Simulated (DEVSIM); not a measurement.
Structure: Schottky contact on n-type Si, at 250 K.

```
layer (left to right)  material  thickness (μm)  Nd (cm⁻³)   τn (s)   τp (s)
---------------------  --------  --------------  ---------  -------  -------
1                            Si            2.50     6.3e16  0.00022  0.00022
```

Left contact: Schottky, work function 4.63 eV, emission velocity 3.8e6 cm/s. Right contact: ohmic. Voltage is applied to the left contact. Recombination: SRH at mid-gap, Auger. Gap narrowing is on: ΔEg = 6.92 meV × (l + √(l² + 0.5)), l = ln(N/1.3e17 cm⁻³), shared equally by both band edges. Mobility is μmin + (μ − μmin)/(1 + (N/Nref)^α).

Constants are typed, rounded textbook-type inputs, not results; the design itself was drawn at random and stands for no fabricated device. Values at 300 K; Nc and Nv go as T^1.5, mobilities as T to minus their exponent, the gap by Varshni's rule with the affinity fixed.

```csv
parameter,Si
gap (eV),1.124
affinity (eV),4.05
permittivity,11.7
Nc (cm⁻³),2.86e19
Nv (cm⁻³),3.1e19
μn (cm²/Vs),1417
μp (cm²/Vs),470
"μn,min",52
"μp,min",45
"Nref,n",9.7e16
"Nref,p",2.2e17
αn,0.68
αp,0.72
T exponent of μn,2.3
T exponent of μp,2.2
Cn (cm⁶/s),2.8e-31
Cp (cm⁶/s),9.9e-32
Varshni α (eV/K),0.000473
Varshni β (K),636
```

Simulated with DEVSIM: 1D drift-diffusion, Boltzmann statistics, complete ionisation; no tunnelling, impact ionisation, image-force lowering or self-heating. Metal contacts follow the ideal Schottky-Mott rule: no Fermi-level pinning, no interface dipoles.

**Question.** Tabulate band edges, carrier densities and field at zero bias.

**Answer.** Energies count from the Fermi level of the right contact; mesh points crowd at the junctions.

| x (μm) | Ec (eV) | Ev (eV) | n (cm⁻³) | p (cm⁻³) | field (V/cm) |
|---|---|---|---|---|---|
| 0.000 | 0.579 | -0.555 | 4.6e7 | 1.5e8 | -91000 |
| 0.01062 | 0.487 | -0.647 | 3.3e9 | 2100000 | -81000 |
| 0.02387 | 0.388 | -0.746 | 3.3e11 | 21000 | -68000 |
| 0.04484 | 0.266 | -0.868 | 9.6e13 | < 1e2 | -48000 |
| 0.08318 | 0.150 | -0.984 | 2.0e16 | < 1e2 | -14000 |
| 0.1299 | 0.127 | -1.007 | 5.9e16 | < 1e2 | -870 |
| 0.1968 | 0.126 | -1.008 | 6.3e16 | < 1e2 | -10 |
| 0.3192 | 0.126 | -1.008 | 6.3e16 | < 1e2 | ≈ 0 |
| 0.4682 | 0.126 | -1.008 | 6.3e16 | < 1e2 | ≈ 0 |
| 0.6541 | 0.126 | -1.008 | 6.3e16 | < 1e2 | ≈ 0 |
| 0.9484 | 0.126 | -1.008 | 6.3e16 | < 1e2 | ≈ 0 |
| 1.438 | 0.126 | -1.008 | 6.3e16 | < 1e2 | ≈ 0 |
| 1.767 | 0.126 | -1.008 | 6.3e16 | < 1e2 | ≈ 0 |
| 1.996 | 0.126 | -1.008 | 6.3e16 | < 1e2 | ≈ 0 |
| 2.184 | 0.126 | -1.008 | 6.3e16 | < 1e2 | ≈ 0 |
| 2.287 | 0.126 | -1.008 | 6.3e16 | < 1e2 | ≈ 0 |
| 2.352 | 0.126 | -1.008 | 6.3e16 | < 1e2 | ≈ 0 |
| 2.404 | 0.126 | -1.008 | 6.3e16 | < 1e2 | ≈ 0 |
| 2.447 | 0.126 | -1.008 | 6.3e16 | < 1e2 | ≈ 0 |
| 2.470 | 0.126 | -1.008 | 6.3e16 | < 1e2 | ≈ 0 |
| 2.487 | 0.126 | -1.008 | 6.3e16 | < 1e2 | ≈ 0 |
| 2.500 | 0.126 | -1.008 | 6.3e16 | < 1e2 | ≈ 0 |
